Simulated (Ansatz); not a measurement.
For HfTe2 (model structure, started from the rutile type, P4₂/mnm, No. 136, 6 atoms in the cell), PBEsol in Ansatz (plane waves, PAW) gives:

```
Quantity                    Value
-------------------  ------------
lattice parameter a       6.907 Å
c axis length             3.922 Å
cohesive energy      4.88 eV/atom
```

Q: What does PBE-D3(BJ) in Ansatz (PAW) give for the same quantities?

A: 
- lattice constant a: 6.907 Å (stays essentially unchanged)
- lattice parameter c: 3.962 Å (increases by 1.0 %)
- cohesive energy: 4.82 eV/atom (decreases by 0.06 eV/atom)

Changes are worked out from the printed values.

Unless a cell is named, each level is at its own relaxed cell (PBEsol 31.19, PBE-D3(BJ) 31.51 Å³/atom).

Levels without +SOC leave out spin–orbit coupling, which shifts energies and cells of such heavy elements.

Ansatz's density-functional and Hartree–Fock values are scalar-relativistic unless marked +SOC, with PAW data made under PBE.

A model structure was made by putting elements into a prototype or built by hand; it is no filed structure, need not be a known phase, and can be a saddle point held by its symmetry.

Ansatz is a quantum-chemistry and plane-wave program.
